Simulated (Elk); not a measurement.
# Elk run on FeNi3 (Pm-3m, 4 atoms in the cell): self-consistent single point

Computed with PBE, all-electron FP-LAPW, Elk's shipped species files, default APW+lo basis (Elk 10.2.4).

Input as run:

```
tasks
  0

xctype
  20

spinpol
  .true.

reducebf
  0.5

rgkmax
  7.0

rmtscf
  0.93

nempty
  8

stype
  3

swidth
  0.00499791

avec
    6.7438523929    0.0000000000    0.0000000000
    0.0000000000    6.7438523929    0.0000000000
    0.0000000000    0.0000000000    6.7438523929

atoms
  2   : nspecies
  'Fe.in'   : spfname
  1   : natoms; atposl, bfcmt below
  0.0000000000  0.0000000000  0.0000000000    0.0 0.0 -1.0
  'Ni.in'   : spfname
  3   : natoms; atposl, bfcmt below
  0.0000000000  0.5000000000  0.5000000000    0.0 0.0 -0.5
  0.5000000000  0.0000000000  0.5000000000    0.0 0.0 -0.5
  0.5000000000  0.5000000000  0.0000000000    0.0 0.0 -0.5

ngridk
  9 9 9
```

The program printed (abridged):

```
│ Elk code version 10.2.4 │

All units are atomic (Hartree, Bohr, etc.)

│ Ground-state run starting from atomic densities │

Lattice vectors :
   6.743852393       0.000000000       0.000000000
   0.000000000       6.743852393       0.000000000
   0.000000000       0.000000000       6.743852393

Unit cell volume      :    306.7073390
Brillouin zone volume :   0.8087521291

Muffin-tin inner radius fraction :   0.1000000000E-01

Nuclei treated as point charges

Species :    1 (Fe)
 parameters loaded from : Fe.in
 name : iron
 nuclear charge    :   -26.00000000
 electronic charge :    26.00000000
 atomic mass :    101799.2074
 muffin-tin radius :    2.232000000
 number of radial points in muffin-tin :    497
 atomic positions (lattice), magnetic fields (Cartesian) :
   1 :   0.00000000  0.00000000  0.00000000    0.00000000  0.00000000 -1.00000000

Species :    2 (Ni)
 parameters loaded from : Ni.in
 name : nickel
 nuclear charge    :   -28.00000000
 electronic charge :    28.00000000
 atomic mass :    106991.5230
 muffin-tin radius :    2.232000000
 number of radial points in muffin-tin :    497
 atomic positions (lattice), magnetic fields (Cartesian) :
   1 :   0.00000000  0.50000000  0.50000000    0.00000000  0.00000000 -0.50000000
   2 :   0.50000000  0.00000000  0.50000000    0.00000000  0.00000000 -0.50000000
   3 :   0.50000000  0.50000000  0.00000000    0.00000000  0.00000000 -0.50000000

Total number of atoms per unit cell :    4

Spin treatment :
 spin-polarised
 global magnetic field (Cartesian) :    0.000000000       0.000000000       0.000000000
 collinear magnetisation in z-direction

Number of Bravais lattice symmetries :   48
Number of crystal symmetries         :   48
Crystal has inversion symmetry
Real symmetric eigensolver will be used

k-point grid :      9     9     9
k-point offset :    0.000000000       0.000000000       0.000000000
k-point set is reduced with full crystal symmetry group
   [... lines left out ...]
Maximum |G| for potential and density :    12.00000000
 potential will be trimmed for |G| > 2 gkmax
Constant for pseudocharge density :    7
Radial integration step length :    4

G-vector grid sizes :     27    27    27
Number of G-vectors :     8925

Maximum angular momentum used for
 APW functions                      :    8
 outer part of muffin-tin           :    6
 inner part of muffin-tin           :    1

Total nuclear charge    :   -110.0000000
Total core charge       :    46.00000000
Total valence charge    :    64.00000000
Total excess charge     :    0.000000000
Total electronic charge :    110.0000000

Effective Wigner radius, rₛ :   0.8731341163

Number of empty states         :   32
Total number of valence states :  128
Total number of core states    :   46

Total number of local-orbitals :   69

Exchange-correlation functional :     20     0     0
 Perdew-Burke-Ernzerhof, Phys. Rev. Lett. 77, 3865 (1996)
 gradient requirement :    1
 generalised gradient approximation (GGA)

Smearing type :    3
 Fermi-Dirac
Smearing width :   0.4997910000E-02
Effective electronic temperature (K) :    1578.215154

Mixing type :    3
 Broyden mixing, J. Phys. A: Math. Gen. 17, L317 (1984)

Kohn-Sham potential initialised from atomic data
│ Self-consistent loop started │
│ Loop number : 1 │
 total energy                :     -5837.33755639
 total moment                :    6.190741454
│ Loop number : 2 │
 total energy                :     -5837.73178787
 total moment                :    6.183608286
RMS change in Kohn-Sham potential (target) :    2.453380479     (  0.1000000000E-05)
Absolute change in total energy (target)   :   0.3942314843     (  0.1000000000E-03)
│ Loop number : 3 │
 total energy                :     -5841.51102492
 total moment                :    4.625797906
RMS change in Kohn-Sham potential (target) :    2.033947664     (  0.1000000000E-05)
Absolute change in total energy (target)   :    3.877794916     (  0.1000000000E-03)
│ Loop number : 4 │
 total energy                :     -5821.99957538
 total moment                :    4.919658785
RMS change in Kohn-Sham potential (target) :    1.557235138     (  0.1000000000E-05)
Absolute change in total energy (target)   :    18.54200081     (  0.1000000000E-03)
│ Loop number : 5 │
 total energy                :     -5836.84755127
   [... lines left out ...]
 total moment                :   -4.782793487
RMS change in Kohn-Sham potential (target) :   0.1115243340E-04 (  0.1000000000E-05)
Absolute change in total energy (target)   :   0.1775898756E-02 (  0.1000000000E-03)
│ Loop number : 22 │
 total energy                :     -5835.53617312
 total moment                :   -4.783280772
RMS change in Kohn-Sham potential (target) :   0.4845986815E-05 (  0.1000000000E-05)
Absolute change in total energy (target)   :   0.8322760177E-03 (  0.1000000000E-03)
│ Loop number : 23 │
 total energy                :     -5835.53605328
 total moment                :   -4.783671190
RMS change in Kohn-Sham potential (target) :   0.2577385644E-05 (  0.1000000000E-05)
Absolute change in total energy (target)   :   0.8823376356E-04 (  0.1000000000E-03)
│ Loop number : 24 │
 total energy                :     -5835.53611350
 total moment                :   -4.783963261
RMS change in Kohn-Sham potential (target) :   0.9000380862E-06 (  0.1000000000E-05)
Absolute change in total energy (target)   :   0.8227982016E-04 (  0.1000000000E-03)
Convergence targets achieved

│ Loop number : 25 │

Energies :
 Fermi                       :     0.297457049342
 sum of eigenvalues          :     -3357.19199646
 electron kinetic            :      5924.71621178
 core electron kinetic       :      5309.44011483
 Coulomb                     :     -11513.2904308
 Coulomb potential           :     -8961.34237865
 nuclear-nuclear             :     -803.053588605
 electron-nuclear            :     -12459.1313058
 Hartree                     :      1748.89446356
 Madelung                    :     -7032.61924148
 xc potential                :     -320.363611327
 xc effective B-field        :    -0.201962560595
 external B-field            :      0.00000000000
 exchange                    :     -241.800443041
 correlation                 :     -5.15344904036
 electron entropic           :    -0.800828262605E-02
 total energy                :     -5835.53611939
 (external B-field energy excluded from total)

Density of states at Fermi energy :    92.95875028
 (states/Hartree/unit cell)

Estimated indirect band gap :   0.1458063887E-03
 from k-point     34 to k-point      1
Estimated direct band gap   :   0.8109940184E-02
 at k-point      3

Charges :
 core                        :    46.00000000
 valence                     :    64.00000000
 interstitial                :    4.594792723
 muffin-tins (core leakage)
  species :    1 (Fe)
   atom    1                 :    24.58742979     (  0.4641620421E-11)
  species :    2 (Ni)
   atom    1                 :    26.93925916     (  0.6823547242E-03)
   atom    2                 :    26.93925916     (  0.6823547242E-03)
   atom    3                 :    26.93925916     (  0.6823547242E-03)
 total in muffin-tins        :    105.4052073
 total calculated charge     :    109.9876311
 total charge                :    110.0000000
 error                       :   0.1236892496E-01

Moments :
 interstitial                :   0.1049024310
 muffin-tins
  species :    1 (Fe)
   atom    1                 :   -2.904479127
  species :    2 (Ni)
   atom    1                 :  -0.6615076684
   atom    2                 :  -0.6615076684
   atom    3                 :  -0.6615076684
 total in muffin-tins        :   -4.889002133
 total moment                :   -4.784099702

│ Self-consistent loop stopped │
```

The run converged in 25 iterations. The count includes the last loop, which Elk runs after its targets are met.

The starting cell comes from a database of computed structures (which also holds hypothetical and non-ambient phases and stackings), without a prior relaxation at this level. Its lattice was rescaled by a random factor within 2.5 % of one. The magnetic order is the one reached from the typed start; others were not searched systematically. Values depend on the basis (sphere radii, cutoffs, local orbitals), which need not be converged. The log's line on a gap gives a spacing of levels on this mesh, which the program prints for metals too.

Cost on one core of a shared machine: roughly 2 min.
